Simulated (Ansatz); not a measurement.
**GaN under a change: biaxial strain +2.40 %, plane normal [001], relaxed out of plane**

Consider GaN in the wurtzite structure (space group P6_3mc, No. 186; a = 3.218 Å, c = 5.243 Å). Axes: x lies along a and z along c of the hexagonal cell.

One thing is altered: tensile biaxial strain of 2.40 % in the plane normal to [001], as in epitaxy on a mismatched substrate; the out-of-plane cell vector and the atoms relax.

The values are results of Ansatz (a program for electronic structure), PBE, PAW, cutoff 420 eV, no SOC, not measurements. k-mesh 12×12×6 (Γ-centred); smearing 0.05 eV (Fermi–Dirac).

The volume per atom increases by 0.44 Å³ (11.76 Å³ → 12.20 Å³) and the space group remains P6_3mc (No. 186). The shortest interatomic distance rises by 1.3 pm to 198.0 pm and the pressure (mean of the normal stresses, compression positive) goes from zero to -5.80 GPa. The band gap falls by 0.29 eV (1.71 eV → 1.42 eV) and the gap character is still direct at Γ. The width of the top valence band decreases by 0.122 eV to 2.54 eV and the electron mass becomes 0.13 mₑ out of plane, 0.14 mₑ in plane (at Γ) (base: 0.14 mₑ along c, 0.16 mₑ across (at Γ)). The hole mass comes out as 0.12 mₑ out of plane, 2.2 mₑ in plane (at Γ) and the valence-band top at Γ (three highest levels, from the VBM) goes from 0.00, 0.00, -0.04 eV to 0.00, -0.13, -0.13 eV. The out-of-plane strain is -1.06 % and the ratio −ε⊥/ε∥ is 0.44. The mean in-plane stress (compression positive) amounts to -8.7 GPa.

Masses are band curvatures over ±0.01 Å⁻¹ around the edge. No phonon test of stability was made.
